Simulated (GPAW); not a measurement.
# Worked example: self-consistent single point of MnFeGe (P6_3/mmc, 6 atoms in the cell) in GPAW

Level of theory: LDA (Perdew-Wang 92), GPAW PAW datasets LDA (gpaw-data 1.0.1) (plane waves; GPAW).

This input was run:

```python
from ase import Atoms
from ase.units import GPa
from gpaw import GPAW

atoms = Atoms(['Mn', 'Mn', 'Fe', 'Fe', 'Ge', 'Ge'],
              cell=[[4.100790, 0.000000, 0.000000],
                    [-2.050395, 3.551388, 0.000000],
                    [0.000000, 0.000000, 5.046900]],
              scaled_positions=[[0.000000, 0.000000, 0.000000],
                                [0.000000, 0.000000, 0.500000],
                                [0.333333, 0.666667, 0.750000],
                                [0.666667, 0.333333, 0.250000],
                                [0.333333, 0.666667, 0.250000],
                                [0.666667, 0.333333, 0.750000]],
              pbc=True)

atoms.set_initial_magnetic_moments([4.0, 4.0, 4.0, 4.0, 0.0, 0.0])

calc = GPAW(spinpol=True,
            mode={'name': 'pw', 'ecut': 850},
            xc='LDA',
            kpts={'size': (8, 8, 6), 'gamma': True},
            occupations={'name': 'methfessel-paxton', 'width': 0.1, 'order': 1},
            nbands=-12,
            symmetry={'symmorphic': False, 'tolerance': 0.0005},
            maxiter=120,
            txt='-')

atoms.calc = calc

energy = atoms.get_potential_energy()
print('Energy (eV):', round(energy, 6))
forces = atoms.get_forces()
print('Forces (eV/Ang):')
print(forces.round(5))
stress = atoms.get_stress()
print('Stress (GPa, Voigt):', (stress / GPa).round(4))
```

Output, abridged:

```
Input parameters:
  kpts: {gamma: True,
         size: (8, 8, 6)}
  maxiter: 120
  mode: {ecut: 850,
         name: pw}
  nbands: -12
  occupations: {name: methfessel-paxton,
                order: 1,
                width: 0.1}
  spinpol: True
  symmetry: {symmorphic: False,
             tolerance: 0.0005}

species:
  Mn:
    name: Manganese
    Z: 25.0
    valence: 15
    core: 10
    charge: 0.0
    file: Mn.LDA.gz

    # Using partial waves for Mn as LCAO basis

  Fe:
    name: Iron
    Z: 26.0
    valence: 8
    core: 18
    charge: 0.0
    file: Fe.LDA.gz

    # Using partial waves for Fe as LCAO basis

  Ge:
    name: Germanium
    Z: 32.0
    valence: 4
    core: 28
    charge: 0.0
    file: Ge.LDA.gz

    # Using partial waves for Ge as LCAO basis

Reference energy: -246062.458118  # eV

Spin-polarized calculation.
Initial magnetic moment: 16.000000

Convergence criteria:
 Maximum [total energy] change in last 3 cyles: 0.0005 eV / valence electron
 Maximum integral of absolute [dens]ity change: 0.0001 electrons / valence electron
 Maximum integral of absolute [eigenst]ate change: 4e-08 eV^2 / valence electron
 Maximum number of scf [iter]ations: 120

Symmetries present (total): 24
Symmetries with fractional translations: 12
384 k-points: 8 x 8 x 6 Monkhorst-Pack grid + [1/16,1/16,1/12]
40 k-points in the irreducible part of the Brillouin zone
       k-points in crystal coordinates                weights
   0:     0.00000000    0.00000000    0.00000000          1/384
   1:     0.00000000    0.00000000    0.16666667          2/384
   2:     0.00000000    0.00000000    0.33333333          2/384
   [... 7 lines left out ...]
          ...
  39:     0.50000000    0.50000000    0.50000000          3/384

Wave functions: Plane wave expansion
  Cutoff energy: 850.000 eV
  Number of coefficients (min, max): 4114, 4164
  Pulay-stress correction: 0.000000 eV/Ang^3 (de/decut=0.000000)

Occupation numbers: Methfessel-Paxton:
  width: 0.1000  # eV
  order: 1

Eigensolver

Densities:
  Coarse grid: 28*28*36 grid
  Fine grid: 56*56*72 grid
  Total Charge: 0.000000

Density mixing:
  Method: difference
  Backend: pulay
  Linear mixing parameter: 0.05
  old densities: 5
  Damping of long wavelength oscillations: 50

Hamiltonian:
  XC and Coulomb potentials evaluated on a 56*56*72 grid
  External potential:
    NoExternalPotential

Number of atoms: 6
Number of atomic orbitals: 52
Number of bands in calculation: 47
Number of valence electrons: 54
Bands to converge: occupied

Density initialized from atomic densities
  47 bands from LCAO basis set

Atomic positions and initial magnetic moments

Positions:
   0 Mn     0.000000    0.000000    0.000000    ( 0.0000,  0.0000,  4.0000)
   1 Mn     0.000000    0.000000    2.523450    ( 0.0000,  0.0000,  4.0000)
   2 Fe    -0.000002    2.367593    3.785175    ( 0.0000,  0.0000,  4.0000)
   3 Fe     2.050397    1.183795    1.261725    ( 0.0000,  0.0000,  4.0000)
   4 Ge    -0.000002    2.367593    1.261725    ( 0.0000,  0.0000,  0.0000)
   5 Ge     2.050397    1.183795    3.785175    ( 0.0000,  0.0000,  0.0000)

Unit cell:
           periodic     x           y           z      points  spacing
  1. axis:    yes    4.100790    0.000000    0.000000    28     0.1268
  2. axis:    yes   -2.050395    3.551388    0.000000    28     0.1268
  3. axis:    yes    0.000000    0.000000    5.046900    36     0.1402

  Lengths:   4.100790   4.100790   5.046900
  Angles:   90.000000  90.000000 120.000002

Effective grid spacing dv^(1/3) = 0.1376

     iter     time        total  log10-change:  magmom
                         energy   eigst   dens
iter:   1 --:--:--   -50.826490                   +16.0285
iter:   2 --:--:--   -52.299322   -0.55  -1.46    +12.2652
iter:   3 --:--:--   -53.122096   -1.37  -1.47    +7.7048
iter:   4 --:--:--   -55.181366   -1.35  -1.46    +7.0550
iter:   5 --:--:--   -54.224827   -2.02  -1.37    +7.2634
iter:   6 --:--:--   -52.882607   -1.76  -1.52    +8.1224
iter:   7 --:--:--   -52.919745   -2.07  -1.78    +7.4856
iter:   8 --:--:--   -52.838611   -3.14  -2.09    +7.4227
iter:   9 --:--:--   -52.845037   -3.42  -2.22    +7.4503
iter:  10 --:--:--   -52.846091c  -3.26  -2.31    +7.4385
iter:  11 --:--:--   -52.835064c  -3.65  -2.62    +7.4411
iter:  12 --:--:--   -52.841807c  -4.40  -2.96    +7.3739
iter:  13 --:--:--   -52.901334   -2.90  -3.12    +6.6070
iter:  14 --:--:--   -52.942408   -2.72  -2.61    +5.7511
iter:  15 --:--:--   -52.950009   -3.23  -2.37    +5.4327
iter:  16 --:--:--   -52.947463c  -3.88  -2.32    +5.3452
iter:  17 --:--:--   -52.951347c  -4.50  -2.34    +5.3218
iter:  18 --:--:--   -52.941302c  -4.63  -2.31    +5.3169
iter:  19 --:--:--   -52.931997c  -4.18  -2.37    +5.3214
iter:  20 --:--:--   -52.929095c  -4.48  -2.59    +5.3176
iter:  21 --:--:--   -52.924704c  -4.27  -2.63    +5.3245
   [... 8 lines left out ...]
iter:  30 --:--:--   -52.920497c  -5.37  -3.38    +5.4154
iter:  31 --:--:--   -52.920544c  -5.67  -3.57    +5.4270
iter:  32 --:--:--   -52.920581c  -6.31  -3.68    +5.4350
iter:  33 --:--:--   -52.920649c  -5.24  -3.73    +5.4604
iter:  34 --:--:--   -52.920650c  -6.79  -4.00    +5.4563
iter:  35 --:--:--   -52.920646c  -7.72c -4.15c   +5.4550

Converged after 35 iterations.

Dipole moment: (-0.000000, -0.000000, 0.000000) |e|*Ang

Total magnetic moment: (0.000000, 0.000000, 5.455003)
Local magnetic moments:
   0 Mn ( 0.000000,  0.000000,  2.225253)
   1 Mn ( 0.000000,  0.000000,  2.225252)
   2 Fe ( 0.000000,  0.000000,  0.448156)
   3 Fe ( 0.000000,  0.000000,  0.448156)
   4 Ge ( 0.000000,  0.000000, -0.032952)
   5 Ge ( 0.000000,  0.000000, -0.032952)

Energy contributions relative to reference atoms: (reference = -246062.458118)

Kinetic:        +43.706579
Potential:      -34.713675
External:        +0.000000
XC:             -62.431654
Entropy (-ST):   +0.000164
Local:           +0.517994
SIC:             +0.000000
--------------------------
Free energy:    -52.920591
Extrapolated:   -52.920646

Spin contamination: 0.143500 electrons
Showing only first 2 kpts
                      Up                     Down
 Kpt  Band  Eigenvalues  Occupancy  Eigenvalues  Occupancy
  0    25      9.85024    1.00000     11.22865   -0.00000
  0    26      9.85038    1.00000     11.72763   -0.00000
  0    27     10.34088    0.55686     11.72799   -0.00000
  0    28     10.72268   -0.00000     12.16974   -0.00000

  1    25      9.87409    1.00000     11.24762   -0.00000
  1    26      9.87424    1.00000     11.64676   -0.00000
  1    27     10.22516    1.03546     11.64698   -0.00000
  1    28     10.65254   -0.00007     11.98304   -0.00000

Fermi level: 10.34762

No gap
No difference between direct/indirect transitions
Energy (eV): -52.920646

Forces in eV/Ang:
  0 Mn    0.00000    0.00000    0.00000
  1 Mn    0.00000    0.00000    0.00000
  2 Fe   -0.00000    0.00000   -0.00000
  3 Fe    0.00000   -0.00000    0.00000
  4 Ge    0.00000   -0.00000    0.00000
  5 Ge    0.00000    0.00000    0.00000

Stress tensor:
     0.092194    -0.000000     0.000000
    -0.000000     0.092194     0.000000
     0.000000     0.000000     0.093692
Stress (GPa, Voigt): [14.7711 14.7711 15.0112  0.      0.     -0.    ]
```

The run converged in 35 iterations. GPAW prints stress with tension positive.

The starting cell comes from a database of computed structures (which also holds hypothetical and non-ambient phases and stackings), without a prior relaxation at this level. The magnetic order is the one reached from the typed start; others were not searched systematically. With a pressure of about -15 GPa the cell is away from its equilibrium volume at this level.

Cost on one core of a shared machine: roughly 10 min.
